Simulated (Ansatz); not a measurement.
## ZrS2 in the fluorite structure (space group Fm-3m, No. 225; a hypothetical phase, not in the database extracts checked)

```
CELL_PARAMETERS angstrom
      0.00000     3.09430     3.09430
      3.09430     0.00000     3.09430
      3.09430     3.09430     0.00000
ATOMIC_POSITIONS crystal
  Zr 0.00000 0.00000 0.00000
  S  0.25000 0.25000 0.25000
  S  0.75000 0.75000 0.75000
```

All numbers come from PBEsol (Ansatz, a quantum-chemistry and plane-wave program, PAW, scalar-relativistic without spin-orbit coupling). Settings: 13×13×13 k-points, 0.05 eV Fermi–Dirac smearing.

```yaml
volume_per_atom: 19.75 Å³
density: 4.35 g/cm³
band_gap: zero
total_energy: -1967.483 eV/atom (σ→0; compares only within this code and set-up)
```

Whether these cells are dynamically stable was not tested. The final runs are not spin-polarised. The zero or small gap of ZrS2 can change with the level of theory.
